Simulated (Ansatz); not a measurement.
## PtS2 (model structure, started from the rutile type, P4₂/mnm, No. 136, 6 atoms in the cell): properties by level of theory

| level (code) | lattice constant a (Å) | c axis length (Å) |
|---|---|---|
| PBE (Ansatz) | 5.450 | 3.823 |
| PBEsol (Ansatz) | (withheld) | 3.792 |
| PBE-D3(BJ) (Ansatz) | (withheld) | (withheld) |

Task: What belongs in the gaps?

Result: 
- PBEsol (Ansatz, a first-principles code), lattice constant a (Å): 5.362
- PBE-D3(BJ) (Ansatz), lattice constant a (Å): 5.373
- PBE-D3(BJ) (Ansatz), c axis length (Å): 3.807

Ansatz's density-functional and Hartree–Fock values are scalar-relativistic unless marked +SOC, with PAW data made under PBE.

The computed numbers hold no vibrational or temperature effects.

A model structure was made by putting elements into a prototype or built by hand; it is no filed structure, need not be a known phase, and can be a saddle point held by its symmetry.
